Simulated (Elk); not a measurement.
A self-consistent single point of Ba (Im-3m, 1 atom in the cell) with Elk

Level of theory: PBE, all-electron FP-LAPW, Elk's shipped species files, APW+lo basis with extra local orbitals (Elk).

This input was run:

```
tasks
  0

xctype
  20

rgkmax
  8.0

gmaxvr
  14.0

nxlo
  2

lorbcnd
  .true.

lmaxi
  2

stype
  3

swidth
  0.00367493

avec
   -4.7194965099    4.7194965099    4.7194965099
    4.7194965099   -4.7194965099    4.7194965099
    4.7194965099    4.7194965099   -4.7194965099

atoms
  1   : nspecies
  'Ba.in'   : spfname
  1   : natoms; atposl, bfcmt below
  0.0000000000  0.0000000000  0.0000000000    0.0 0.0 0.0

ngridk
  9 9 9
```

Output, abridged:

```
│ Elk code version 10.2.4 │

All units are atomic (Hartree, Bohr, etc.)

│ Ground-state run starting from atomic densities │

Lattice vectors :
  -4.719496510       4.719496510       4.719496510
   4.719496510      -4.719496510       4.719496510
   4.719496510       4.719496510      -4.719496510

Unit cell volume      :    420.4816029
Brillouin zone volume :   0.5899193014

Muffin-tin inner radius fraction :   0.1000000000E-01

Nuclei treated as point charges

Species :    1 (Ba)
 parameters loaded from : Ba.in
 name : barium
 nuclear charge    :   -56.00000000
 electronic charge :    56.00000000
 atomic mass :    250331.8069
 muffin-tin radius :    2.800000000
 number of radial points in muffin-tin :    697
 atomic positions (lattice), magnetic fields (Cartesian) :
   1 :   0.00000000  0.00000000  0.00000000    0.00000000  0.00000000  0.00000000

Total number of atoms per unit cell :    1

Spin treatment :
 spin-unpolarised

Number of Bravais lattice symmetries :   48
Number of crystal symmetries         :   48
Crystal has inversion symmetry
Real symmetric eigensolver will be used

k-point grid :      9     9     9
k-point offset :    0.000000000       0.000000000       0.000000000
k-point set is reduced with full crystal symmetry group
Total number of k-points :       35

Muffin-tin radius times maximum |G+k| :    8.000000000
 using average radius
Maximum |G+k| for APW functions       :    2.857142857
Maximum (1/2)|G+k|²                   :    4.081632653
Maximum |G| for potential and density :    14.00000000
 potential will be trimmed for |G| > 2 gkmax
Constant for pseudocharge density :   10
Radial integration step length :    4

G-vector grid sizes :     40    40    40
Number of G-vectors :    19477

Maximum angular momentum used for
 APW functions                      :    8
 outer part of muffin-tin           :    6
 inner part of muffin-tin           :    2

Total nuclear charge    :   -56.00000000
Total core charge       :    36.00000000
Total valence charge    :    20.00000000
Total excess charge     :    0.000000000
Total electronic charge :    56.00000000

Effective Wigner radius, rₛ :    1.214758988

Number of empty states         :    4
Total number of valence states :   14
Total number of core states    :   36

Conduction state local-orbitals added automatically
Total number of local-orbitals :   83

Exchange-correlation functional :     20     0     0
 Perdew-Burke-Ernzerhof, Phys. Rev. Lett. 77, 3865 (1996)
 gradient requirement :    1
 generalised gradient approximation (GGA)

Smearing type :    3
 Fermi-Dirac
Smearing width :   0.3674930000E-02
Effective electronic temperature (K) :    1160.451112

Mixing type :    3
 Broyden mixing, J. Phys. A: Math. Gen. 17, L317 (1984)

Kohn-Sham potential initialised from atomic data

│ Self-consistent loop started │
│ Loop number : 1 │
 total energy                :     -8142.84158420
│ Loop number : 2 │
 total energy                :     -8142.82432881
RMS change in Kohn-Sham potential (target) :   0.8910518797E-01 (  0.1000000000E-05)
Absolute change in total energy (target)   :   0.1725539859E-01 (  0.1000000000E-03)
│ Loop number : 3 │
 total energy                :     -8142.26038551
RMS change in Kohn-Sham potential (target) :   0.7281891384E-01 (  0.1000000000E-05)
Absolute change in total energy (target)   :   0.5682571498     (  0.1000000000E-03)
│ Loop number : 4 │
 total energy                :     -8140.93005931
RMS change in Kohn-Sham potential (target) :   0.3770129230E-01 (  0.1000000000E-05)
Absolute change in total energy (target)   :    1.472390488     (  0.1000000000E-03)
│ Loop number : 5 │
 total energy                :     -8139.96394470
RMS change in Kohn-Sham potential (target) :   0.1269681102E-01 (  0.1000000000E-05)
Absolute change in total energy (target)   :    1.334212227     (  0.1000000000E-03)
│ Loop number : 6 │
 total energy                :     -8139.58864078
RMS change in Kohn-Sham potential (target) :   0.3168315774E-02 (  0.1000000000E-05)
Absolute change in total energy (target)   :   0.7088569749     (  0.1000000000E-03)
│ Loop number : 7 │
 total energy                :     -8139.46083531
RMS change in Kohn-Sham potential (target) :   0.1637977476E-03 (  0.1000000000E-05)
Absolute change in total energy (target)   :   0.3050197140     (  0.1000000000E-03)
│ Loop number : 8 │
 total energy                :     -8139.45547626
RMS change in Kohn-Sham potential (target) :   0.9554387830E-04 (  0.1000000000E-05)
Absolute change in total energy (target)   :   0.8161397775E-01 (  0.1000000000E-03)
│ Loop number : 9 │
 total energy                :     -8139.44924178
RMS change in Kohn-Sham potential (target) :   0.2416949972E-04 (  0.1000000000E-05)
Absolute change in total energy (target)   :   0.2663798092E-01 (  0.1000000000E-03)
│ Loop number : 10 │
 total energy                :     -8139.44878157
RMS change in Kohn-Sham potential (target) :   0.5451994434E-05 (  0.1000000000E-05)
Absolute change in total energy (target)   :   0.7119700416E-02 (  0.1000000000E-03)
│ Loop number : 11 │
 total energy                :     -8139.44869216
RMS change in Kohn-Sham potential (target) :   0.5111593857E-06 (  0.1000000000E-05)
Absolute change in total energy (target)   :   0.1869336284E-02 (  0.1000000000E-03)
│ Loop number : 12 │
 total energy                :     -8139.44869551
RMS change in Kohn-Sham potential (target) :   0.2666279664E-06 (  0.1000000000E-05)
Absolute change in total energy (target)   :   0.4639858998E-03 (  0.1000000000E-03)
│ Loop number : 13 │
 total energy                :     -8139.44870174
RMS change in Kohn-Sham potential (target) :   0.1151332240E-06 (  0.1000000000E-05)
Absolute change in total energy (target)   :   0.1097638078E-03 (  0.1000000000E-03)
│ Loop number : 14 │
 total energy                :     -8139.44870032
RMS change in Kohn-Sham potential (target) :   0.3936102676E-07 (  0.1000000000E-05)
Absolute change in total energy (target)   :   0.2886374386E-04 (  0.1000000000E-03)
Convergence targets achieved

│ Loop number : 15 │

Energies :
 Fermi                       :     0.169040481254
 sum of eigenvalues          :     -5016.41217125
 electron kinetic            :      8687.92936609
 core electron kinetic       :      8423.30158415
 Coulomb                     :     -16628.9831183
 Coulomb potential           :     -13445.3715200
 nuclear-nuclear             :     -538.351293016
 electron-nuclear            :     -18735.8921306
 Hartree                     :      2645.26030529
 Madelung                    :     -9906.29735833
 xc potential                :     -258.970017297
 exchange                    :     -195.368219745
 correlation                 :     -3.02506883198
 electron entropic           :    -0.165845652804E-02
 total energy                :     -8139.44869929

Density of states at Fermi energy :    36.38897259
 (states/Hartree/unit cell)

Estimated indirect band gap :   0.1674936970E-02
 from k-point     32 to k-point     18
Estimated direct band gap   :   0.6578560856E-02
 at k-point     31

Charges :
 core                        :    36.00000000
 valence                     :    20.00000000
 interstitial                :    2.359888340
 muffin-tins (core leakage)
  species :    1 (Ba)
   atom    1                 :    53.64011166     (  0.5281480192E-05)
 total in muffin-tins        :    53.64011166
 total calculated charge     :    55.99851828
 total charge                :    56.00000000
 error                       :   0.1481716386E-02

│ Self-consistent loop stopped │
```

The run converged in 15 iterations. The count includes the last loop, which Elk runs after its targets are met.

The starting cell has typed, rounded lattice constants, without a prior relaxation at this level. Its lattice was rescaled by up to half a per cent. Values depend on the basis (sphere radii, cutoffs, local orbitals), which need not be converged. The log's line on a gap gives a spacing of levels on this mesh, which the program prints for metals too.
